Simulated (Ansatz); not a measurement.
## SrTiO₃ under load (space group Cmmm): band-edge transport data

Consider the following.

```xyz
5
Lattice="3.8862 -0.0085 0.0000 -0.0085 3.8862 0.0000 0.0000 0.0000 3.8940" Properties=species:S:1:pos:R:3 pbc="T T T"
Sr     0.0000     0.0000     0.0000
Ti     1.9389     1.9389     1.9470
O      1.9431    -0.0042     1.9470
O     -0.0042     1.9431     1.9470
O      1.9389     1.9389     0.0000
```

These are PBEsol with spin-orbit coupling, rigid bands (plane waves, PAW; Ansatz, a program for electronic structure) values and carry that method's errors. Condition of this run: uniaxial stress along [110] of 1 GPa (compression positive) (the target of the relaxation). Cell: cell and atoms relaxed with PBEsol, then loaded as said.

- band gap: 1.83 eV
- electron conductivity mass (300 K, dilute): 0.67 (x), 0.67 (y), 0.63 (z) mₑ
- hole conductivity mass (300 K, dilute): 1.80 (x), 1.80 (y), 1.98 (z) mₑ
- effective density of states N_c (300 K): 4.8e19 cm⁻³
- effective density of states N_v (300 K): 2.1e20 cm⁻³
- density-of-states mass, electrons: 1.54 mₑ
- density-of-states mass, holes: 4.1 mₑ
- Seebeck coefficient, n-type 1e19 cm⁻³, 300 K: -391 μV/K
- Seebeck coefficient, p-type 1e19 cm⁻³, 300 K: 513 μV/K

Rigid bands; masses and Seebeck coefficients take one relaxation time τ for all states and one kind of carrier; polarons and phonon drag are left out.
